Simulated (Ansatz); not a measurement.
Start from TiSi2 (space group Fddd, No. 70; a = 4.779 Å, b = 8.230 Å, c = 8.521 Å).

Structures relaxed with r2SCAN (Ansatz, an electronic-structure program, PAW, without spin-orbit coupling).

Base:

Simulated powder pattern, Cu Kα1, λ = 1.54056 Å (kinematic, ideal powder, no thermal factors, no anomalous dispersion; the 8 strongest lines at most, above 2 %, up to 2θ = 90°):

| 2θ (°) | I/Imax (%) | hkl |
|---|---|---|
| 39.29 | 100 | (131) |
| 42.40 | 40 | (004) |
| 43.38 | 74 | (202) |
| 49.97 | 48 | (133) |
| 67.56 | 18 | (135) |
| 69.00 | 17 | (331) |
| 72.31 | 15 | (062) |
| 76.84 | 12 | (333) |

It is then changed as follows: cell and atoms relaxed at a pressure of 2.1 GPa.

After the change:

Simulated powder pattern, Cu Kα1, λ = 1.54056 Å (kinematic, ideal powder, no thermal factors, no anomalous dispersion; the 8 strongest lines at most, above 2 %, up to 2θ = 90°):

```
2θ (°)  I/Imax (%)    hkl
------  ----------  -----
39.50          100  (131)
42.55           40  (004)
43.59           74  (202)
50.21           48  (133)
67.88           18  (135)
69.39           17  (331)
72.77           15  (062)
77.27           12  (333)
```

The indices refer to the base's conventional cell; one index is shown for lines that coincide.

Load acts through the strain it causes; cell and atoms are relaxed under it. No phonon test of stability was made. The final runs are not spin-polarised.
